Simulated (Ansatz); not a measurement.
## The (113) surface of germanium, 1 pair of surface atoms bonded, H on every dangling bond (bottom of the slab: built like the top, H on every dangling bond, free)

Computed with PBE (plane waves to 420 eV, PAW; Ansatz, an electronic-structure program).

Slab: 36 atoms, 13.8 Å thick at the start with caps and adatoms (thin: gaps and levels are the slab's own); k 4x4x1, smearing 0.025 eV, dipole-corrected; 4 atoms held, the rest relaxed; start symmetry kept, larger cells not searched; no spin, no spin-orbit, no U.

```yaml
gap_of_the_slab_on_its_k_mesh: 0.75 eV
highest_filled_level_below_the_top_vacuum_level: 4.69 eV
energy_released_by_relaxation: 0.78 eV
cost: about 20 core-minutes (a rough figure)
```
